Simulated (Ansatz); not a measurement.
The parent structure is Ge in the diamond structure (space group Fd-3m, No. 227; a = 5.6761 Å). Axes: x, y, z lie along the cube axes.

All numbers come from plane-wave PAW DFT at the PBEsol level (Ansatz, a program for electronic structure, 420 eV), scalar-relativistic without spin-orbit coupling, earlier PAW set.

Strains are applied to the cell and any free atomic positions relax; under biaxial strain the out-of-plane vector relaxes too.

One change was made to it. Results:

The energy goes up by 19 meV/atom; the pressure (mean of the normal stresses, compression positive) goes from zero to -2.9 GPa.

**Question.** Which of these changes matches the shifts?
A) biaxial strain −0.55 %, plane normal [111], relaxed out of plane
B) uniaxial strain ε_xx = +1.88 %
C) biaxial strain +2.21 %, plane normal [111], relaxed out of plane
D) uniaxial strain ε_xx = +4.94 %
E) isotropic strain −4.81 %

**Answer.** D, uniaxial strain ε_xx = +4.94 %. For comparison, the energy relative to the base in the other runs: biaxial strain +2.21 %, plane normal [111], relaxed out of plane gives +10 meV/atom; biaxial strain −0.55 %, plane normal [111], relaxed out of plane gives +0.7 meV/atom; isotropic strain −4.81 % gives +120 meV/atom; uniaxial strain ε_xx = +1.88 % gives +2.8 meV/atom.

No phonon test of stability was made.
